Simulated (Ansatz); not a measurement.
Take Au in the fcc (Cu type) structure (space group Fm-3m, No. 225; a = 4.083 Å) as the base. Axes: x, y, z lie along the cube axes.

The change: compressive biaxial strain of 2.16 % in the plane normal to [111], as in epitaxy on a mismatched substrate; the out-of-plane cell vector and the atoms relax.

Levels (all Ansatz, a quantum-chemistry and plane-wave program, PAW): PBEsol (420 eV, spin-orbit coupling left out); PBEsol+SOC (420 eV, spin-orbit coupling included).

The geometry is relaxed with PBEsol.

| Property | Result |
|---|---|
| PBEsol pressure | 3.1 GPa |

With PBEsol+SOC at the same geometry, the pressure shrinks by 1.5 GPa (3.1 GPa → 1.6 GPa).

Single points use the geometry relaxed with PBEsol. Differences between runs with and without spin-orbit coupling are approximate. Without a gap, meshes like the base's 20×20×20 leave anisotropic stresses uncertain by several tenths of a GPa, and small strain energies with them. Whether these cells are dynamically stable was not tested.
